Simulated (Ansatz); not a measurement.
The parent structure is MoSi$_{2}$ (space group I4/mmm, No. 139; a = 3.190 Å, c = 7.822 Å; relaxed with 0.1 eV smearing). Axes: x, y, z lie along a, b, c of the conventional cell.

Level of theory: PBEsol/PAW in Ansatz (a program for electronic structure), scalar-relativistic without spin-orbit coupling.

Now apply this change: the cell is stretched by 3.00 % along z with no lateral relaxation; the atoms relax in the strained cell.

Question: What does the calculation give for the energy relative to the base and stress after the change?

Answer: The energy rises by 18 meV/atom; the stress (xx, yy, zz, yz, xz, xy; compression positive) comes out as (-2.7, -2.7, -13.5, 0.0, 0.0, 0.0) GPa.

Stability against distortions was not tested. The final runs are not spin-polarised.
